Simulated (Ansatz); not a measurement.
Worked example: self-consistent single point of Hf₃Si (Fm-3m, 4 atoms in the cell) in Ansatz (a program for electronic structure)

Method: LDA (PW92) (plane waves, PAW; Ansatz).

This input was run:

Ansatz 0.2 input:
```yaml
crystal:
  lattice:
    - [0.00000000, 3.78900000, 3.78900000]
    - [3.78900000, 0.00000000, 3.78900000]
    - [3.78900000, 3.78900000, 0.00000000]
  atoms:
    - { symbol: Si, position: [0.00000000, 0.00000000, 0.00000000] }
    - { symbol: Hf, position: [0.50000000, 0.50000000, 0.50000000] }
    - { symbol: Hf, position: [0.25000000, 0.25000000, 0.25000000] }
    - { symbol: Hf, position: [0.75000000, 0.75000000, 0.75000000] }
basis:
  ecutwfc: 30.9 Ry
kpoints:
  mp_grid:
    grid: [8, 8, 8]
hamiltonian:
  xc: lda
  pseudopotentials:
    kind: paw
scf:
  occupations:
    method: cold
    width: 0.0073 Ry
output:
  forces: true
  eigenvalues: true
  stress: true
```

Output, abridged:

```
Pseudopotentials: kind: paw
Pseudopotential: Si, paw, valence charge 4
Pseudopotential: Hf, paw, valence charge 26
Crystal: 4 atoms, lattice volume = 108.794 Å³
Basis set: ecut = 420.4159175005146 eV, 2109 PW (Γ)
Bands: 50, of which v1, the nominal top of the filled ones, is band 41 counted from 1 (40 counted from 0)
Symmetry: 48 space group operations
Space group: Fm-3m (ITA 225), of the structure as read, at distance tolerance 4.8e-5 Å
k-points: 29 of 512
PAW frozen core: Si, regenerated for the run's functional, and the local potential with it
PAW frozen core: Hf, regenerated for the run's functional, and the local potential with it
Initial density: superposition of atomic densities (neutral atoms: chi_scale 0, normalization atom), corrected by the library's trained network
Initial wavefunctions: pseudopotential atomic-orbital guess
Eigensolver: davidson
Functional: x = slater, c = lda
SCF iter   1: F=—  HF=-47035.813774 eV  |F-HF|=—  |Δ(HF+E_count)|=         —  Δρ=5.34e-3  dr2=2.96e-2  ethr=1.77e-3  ⟨swp⟩=5.7  Hψ=4547  notcnv=0
all-band conjugate gradients solve this SCF's bands
preconditioner: auto → Kerker (q_TF=auto, 2.603 Å⁻¹)
SCF iter   2: F=—  HF=-47035.810597 eV  |F-HF|=—  |Δ(HF+E_count)|=   3.18e-3  S|Δr|=    0.00e0  Δρ=3.49e-3  dr2=1.34e-2  ethr=3.61e-5  ⟨swp⟩=2.4  Hψ=2436  notcnv=0
SCF iter   3: F=—  HF=-47035.808682 eV  |F-HF|=—  |Δ(HF+E_count)|=   1.91e-3  S|Δr|=    0.00e0  Δρ=1.02e-3  dr2=1.75e-3  ethr=1.64e-5  ⟨swp⟩=2.0  Hψ=2207  notcnv=0
SCF iter   4: F=—  HF=-47035.807162 eV  |F-HF|=—  |Δ(HF+E_count)|=   1.52e-3  S|Δr|=    0.00e0  Δρ=4.04e-4  dr2=8.08e-5  ethr=2.14e-6  ⟨swp⟩=2.0  Hψ=2587  notcnv=0
SCF iter   5: F=—  HF=-47035.807190 eV  |F-HF|=—  |Δ(HF+E_count)|=   2.76e-5  S|Δr|=    0.00e0  Δρ=6.53e-5  dr2=5.19e-6  ethr=9.86e-8  ⟨swp⟩=2.1  Hψ=2316  notcnv=0
SCF iter   6: F=—  HF=-47035.807185 eV  |F-HF|=—  |Δ(HF+E_count)|=   4.96e-6  S|Δr|=    0.00e0  Δρ=2.34e-5  dr2=5.71e-7  ethr=6.33e-9  ⟨swp⟩=3.1  Hψ=2946  notcnv=0
SCF iter   7: F=—  HF=-47035.807185 eV  |F-HF|=—  |Δ(HF+E_count)|=   3.07e-7  S|Δr|=    0.00e0  Δρ=1.91e-5  dr2=4.51e-7  ethr=1.22e-10  ⟨swp⟩=10.3  Hψ=7693  notcnv=0
SCF iter   8: F=-47035.807185 eV  HF=-47035.807185 eV  |F-HF|=2.34e-8  |Δ(HF+E_count)|=   3.94e-7  S|Δr|=    0.00e0  Δρ=6.19e-6  dr2=3.13e-8  ethr=1.22e-10  ⟨swp⟩=4.0  Hψ=6470  notcnv=0
SCF 1 converged in 8 iterations: F = -47035.807185 eV  dr2 = 3.13e-8
SCF converged after 8 iterations
Stability not checked (fill_not_monotonic)
Free energy (F): -47035.807185 eV
Harris-Foulkes:  -47035.807185 eV  (|F-HF|=2.34e-8)
Internal energy: -47035.801518 eV  (E = F + TS)
E sigma→0 (E₀):  -47035.805296 eV
Entropy (-TS):   -0.005667 eV (-1.417 meV/atom)
Fermi energy:    12.687225 eV
--- Per-component energies (eV) ---
  E_band       = -457.411960
  E_kinetic    = 1286.537594
  E_local      = -19080.660798  (includes V_loc(G=0)·N_el)
  E_nonlocal   = -3677.379831
  E_hartree    = 8794.399889
  E_xc         = -934.298537
  E_vxc        = -829.841964  (∫ρ·V_xc dr)
  E_paw        = -20535.753822  (= ΣΔE_a)
  E_vpaw       = 4255.148381  (= ΣTr[D̂ρ^β])
  E_aug_tail   = 0.000002  (compensation charges beyond the density's cutoff)
  E_ewald      = -12896.102074
  E_core_change = 7.456059  (= ΣΔE_core)
  E_smearing   = -0.005667  (= −TS)
  E_closure    = -0.000000  (closes the sum)
  Σ components = -47035.807185   (vs F -47035.807185, Δ=0.00e0)
--- Forces (eV/Å), atoms counted from 1 ---
  atom   1  Si    -0.00000000    -0.00000000    -0.00000000
   [... zero for the other atoms too ...]
  max |Σ_I F_I| component: 4.63e-18 eV/Å
--- Stress (GPa, compression-positive) ---
      -23.551097       0.000000       0.000000
       -0.000000     -23.551097       0.000000
        0.000000       0.000000     -23.551097
  P = ⅓ Tr σ = -23.5511 GPa (-235.511 kbar)
  The stress holds the Pulay correction. Without it, at fixed plane waves, as pw.x and ABINIT print it: P = -23.5718 GPa
--- Band table (eV; the first three rows and the last of 29) ---
  k-point 0: bands = ["-49.9757", "-49.9709", "-49.4024", "-18.5617", "-18.5617", "-18.5617", "-18.5324", "-18.5324", "-18.5324", "-17.9919", "-17.9919", "-17.9919", "-0.0269", "-0.0213", "-0.0146", "-0.0146", "-0.0146", "-0.0088", "-0.0088", [...]
  k-point 1: bands = ["-49.9754", "-49.9710", "-49.4024", "-18.5670", "-18.5622", "-18.5622", "-18.5330", "-18.5330", "-18.5263", "-17.9933", "-17.9908", "-17.9908", "-0.0265", "-0.0214", "-0.0145", "-0.0145", "-0.0144", "-0.0091", "-0.0091", [...]
  k-point 2: bands = ["-49.9748", "-49.9715", "-49.4026", "-18.5701", "-18.5634", "-18.5634", "-18.5346", "-18.5346", "-18.5218", "-17.9961", "-17.9880", "-17.9880", "-0.0255", "-0.0217", "-0.0140", "-0.0140", "-0.0138", "-0.0099", "-0.0099", [...]
  k-point 28: bands = ["-49.9730", "-49.9730", "-49.4029", "-18.6068", "-18.5709", "-18.5565", "-18.5565", "-18.5033", "-18.5030", "-17.9944", "-17.9944", "-17.9766", "-0.0227", "-0.0227", "-0.0154", "-0.0150", "-0.0130", "-0.0130", "-0.0109", [...]
```

The run converged in 8 iterations.

The starting cell was generated: these elements placed on a structure prototype, without a prior relaxation; it need not be a known phase or ordering of this composition. Its lattice was rescaled by a random factor within 2.5 % of one. Spin-orbit coupling is off. With a pressure of about -24 GPa the cell is away from its equilibrium volume at this level. Ansatz's pressure includes its estimate of the finite-basis (Pulay) stress.
